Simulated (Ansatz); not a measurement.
Start from CeO$_{2}$ in the CdI2 type structure (space group P-3m1, No. 164; a = 3.5939 Å, c = 4.4104 Å; a hypothetical phase, not in the database extracts checked).

Method: r2SCAN+rVV10 (Ansatz, a quantum-chemistry and plane-wave program, PAW, no SOC).

Base values:

The c/a ratio is 1.227 and the lattice parameter a is 3.594 Å.

One thing is altered: a hydrostatic pressure of 0.7 GPa.

What does the calculation give for the c/a ratio after the change?

The c/a ratio decreases by 0.028, from 1.227 to 1.199.

How does this affect the lattice parameter a?

The lattice parameter a shrinks by 0.004 Å (3.594 Å → 3.590 Å).

Load acts through the strain it causes; cell and atoms are relaxed under it. No phonon test of stability was made. Starting moments died away, wholly or in part, for the base; another magnetic solution may exist. All final runs are without spin polarisation.
